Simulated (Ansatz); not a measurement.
## Response to strain in MgTe

The parent structure is MgTe in the wurtzite structure (space group P6_3mc, No. 186; a = 4.561 Å, c = 7.413 Å). Axes: x lies along a and z along c of the hexagonal cell.

Strains are applied to the cell and any free atomic positions relax; under biaxial strain the out-of-plane vector relaxes too.

Method: Kohn–Sham DFT with the PBEsol functional, run in Ansatz (a first-principles code) with PAW and 420 eV plane waves, no SOC, earlier PAW set.

Before the change:

```
Quantity    Value
--------  -------
Band gap  2.39 eV
```

Question: The aim is a band gap between 1.67 eV and 1.75 eV. Which of these changes reaches it?
A) tensor shear ε_xy = +1.73 %
B) biaxial strain +3.68 %, plane normal [001], relaxed out of plane
C) tensor shear ε_xz = +0.70 %
D) isotropic strain +5.76 %

Answer: D, isotropic strain +5.76 %. It gives 1.70 eV; tensor shear ε_xz = +0.70 % gives 2.37 eV; biaxial strain +3.68 %, plane normal [001], relaxed out of plane gives 1.96 eV; tensor shear ε_xy = +1.73 % gives 2.33 eV. Changes not listed may reach it too

With Te present, leaving out spin-orbit coupling can change the band edges. Whether these cells are dynamically stable was not tested.
